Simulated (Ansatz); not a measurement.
The parent structure is BeSe in the zinc blende structure (space group F-43m, No. 216; a = 5.0816 Å).

The values are results of LDA, PAW, 420 eV (Ansatz, an electronic-structure program; spin-orbit coupling left out), not measurements.

Before the change:

- Electron mass: 0.83 mₑ along k, 0.26 mₑ across (at X)
- Band gap: 2.40 eV
- Hole mass: 0.24, 0.45, 0.45 mₑ (at Γ)

It is then changed as follows: the cell is scaled by 0.9850 in all directions, atoms relaxed at fixed cell.

Task: What does the calculation give for the electron mass after the change?

Result: The electron mass goes from 0.83 mₑ along k, 0.26 mₑ across (at X) to 0.83 mₑ along k, 0.25 mₑ across (at X).

Task: Predict the new band gap.

Result: The band gap shrinks by 0.10 eV, from 2.40 eV to 2.30 eV.

Task: Estimate the effect on the hole mass.

Result: The hole mass (degenerate bands, along [100]) goes from 0.24, 0.45, 0.45 mₑ (at Γ) to 0.24, 0.42, 0.42 mₑ (at Γ).

The cells carry an imposed strain or load. Masses are band curvatures over ±0.01 Å⁻¹ around the edge. Along k means along the line from Γ to the band edge. Stability against distortions was not tested.
